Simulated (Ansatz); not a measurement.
Take Ba3PtC in the anti-perovskite structure (space group Pm-3m, No. 221; a = 5.3857 Å; a hypothetical phase, not in the database extracts checked) as the base.

The change: a hydrostatic pressure of 0.7 GPa.

Levels (all Ansatz, a program for electronic structure, PAW): PBEsol (420 eV, no SOC); PBEsol+SOC (420 eV, spin-orbit coupling included).

The geometry is relaxed with PBEsol.

```
Property          Result
---------------  -------
PBEsol pressure  0.7 GPa
```

**Question.** What does PBEsol+SOC give at this geometry for the pressure?

**Answer.** The pressure falls by 0.2 GPa (0.7 GPa → 0.5 GPa).

Single points use the geometry relaxed with PBEsol. The spin-orbit shifts are approximate. Load acts through the strain it causes; cell and atoms are relaxed under it. No phonon test of stability was made. The runs without spin-orbit coupling are not spin-polarised. Ba3PtC has a high density of states at the Fermi level and may be magnetic at this level.
